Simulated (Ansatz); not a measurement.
## fcc Cu (1 1 0) on zinc-blende InAs (1 1 0) (film strained to the substrate, started from cuts of the bulks and a machine-learned relaxation)

A periodic stack without vacuum, fcc Cu (1 1 0) on zinc-blende InAs (1 1 0) (film strained to the substrate, started from cuts of the bulks and a machine-learned relaxation): substrate slab As6In6, film Cu24, surface cells [[0, -1], [1, -1]] and [[1, -1], [2, 1]], film strained by -1.6 and -1.6 %, outermost planes AsIn/AsIn and Cu/Cu as cut, which need not be the usual terminations and can put a slab off its formula.

The start was prepared with a machine-learned potential, and the result is one local minimum, with the in-plane cell held and forces under 0.04 eV/Å; the film can end far from its bulk form.

Level of theory: PBE (plane waves to 420 eV, PAW; Ansatz, a quantum-chemistry and plane-wave program). Scalar-relativistic, without spin–orbit coupling; the runs are not spin-polarised; PBE gaps are too small against experiment. Its k-point mesh 9×5×1, Fermi–Dirac width 0.05 eV.

```
Item                                                                                       Result
--------------------------------------------------------------------------------  ---------------
interface area                                                                            27.1 Å²
period                                                                                    23.98 Å
gaps between the outermost planes at the two interfaces                           1.29 and 2.08 Å
As–Cu contacts across the interfaces within 1.22 times the sum of covalent radii   7, mean 2.55 Å
Cu–In contacts across the interfaces within 1.22 times the sum of covalent radii   7, mean 2.74 Å
```

```xyz
36
Lattice="4.3713 0.0003 -0.1618 4.3717 6.1860 -0.1331 -0.9091 1.6580 24.0414" Properties=species:S:1:pos:R:3 pbc="T T T"
As     3.0259     1.4496     0.9298
As     5.1931     4.6028     3.1212
As     3.1038     1.5066     5.3510
As     5.3655     4.5870     7.5088
As     3.2392     1.4895     9.6915
As     5.2330     4.1805    12.2302
In     7.3667     6.1369     3.0293
In     5.1084     3.1070     0.8968
In     7.5487     6.1211     7.3733
In     5.2910     3.0473     5.2993
In     8.0280     6.5714    11.9381
In     5.4259     3.0512     9.7030
Cu     2.4316     2.1960    15.0302
Cu     5.3145     4.2702    14.9659
Cu     3.8485     6.3501    14.9829
Cu     3.0435     4.2445    13.6003
Cu     5.9653     6.3287    13.6147
Cu     0.2370     2.2654    13.8425
Cu     3.9524     6.3083    17.5987
Cu     2.5118     2.2001    17.6502
Cu     5.4199     4.2548    17.5469
Cu     0.2795     2.1965    16.4322
Cu     3.1824     4.2624    16.2809
Cu     6.0912     6.3243    16.2142
Cu     5.5233     4.2337    20.1562
Cu     4.0594     6.3001    20.1883
Cu     2.5969     2.1721    20.2732
Cu     6.1949     6.3116    18.8070
Cu     0.3707     2.1795    19.0162
Cu     3.2832     4.2433    18.9261
Cu     2.6509     2.1048    22.8627
Cu     5.6259     4.2380    22.7367
Cu     4.1577     6.2872    22.7415
Cu     3.3852     4.2238    21.5460
Cu     6.2981     6.2867    21.4117
Cu     0.4385     2.1596    21.6285
```
